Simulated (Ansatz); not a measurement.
Ti$_{2}$Re (P-3m1), PBEsol, DFPT electron-phonon coupling, linearised Boltzmann equation (Ansatz, a first-principles code). Phonon-limited resistivity 31.3 μΩ·cm at 300 K along x (a = (4.34, 0.00, 0.00) Å; b = (-2.17, 3.76, 0.00) Å; c = (0.00, 0.00, 2.80) Å), 42.7 μΩ·cm at 400 K, current-weighted mean free path 5.4 nm, Drude plasma energy 3.83 eV.

Question: What is the classical skin depth at 100 GHz (nonmagnetic, μ₀ = 1.257×10⁻⁶ H/m)?

Answer: δ = √(ρ/(π f μ₀)) = 890 nm.

Question: What Drude relaxation time do resistivity and plasma energy imply?

Answer: ω_p = 5.82e15 s⁻¹, so τ = 1/(ε₀ ω_p² ρ) = 10.7 fs, a damping ħ/τ of 61.8 meV.

Question: What temperature coefficient of resistance follows, and how does it compare with 1/T?

Answer: (ρ₄₀₀ − ρ₃₀₀)/(100 K × ρ₃₀₀) = 3.64×10⁻³ K⁻¹, against 1/T = 3.33×10⁻³ K⁻¹ for a resistivity proportional to T. It lies higher because phonons are still being populated at 300 K; impurities would add a constant and lower it.

A metal at this level (no band gap). Only scattering by harmonic phonons is included (no impurities, grain boundaries, electron-electron scattering or thermal expansion). Spin-orbit coupling is left out, which matters with elements this heavy. Halving the electron mesh (24x24x32) moves the resistivity by up to 8 % at 300 K, the mean free path by up to 7 %. Smearing 0.20 eV; phonons on a 4x4x5 q mesh, which this run doesn't test.

Computed structure with no diffraction record at hand here (it may be known, metastable or hypothetical): Ti2Re (P-3m1).
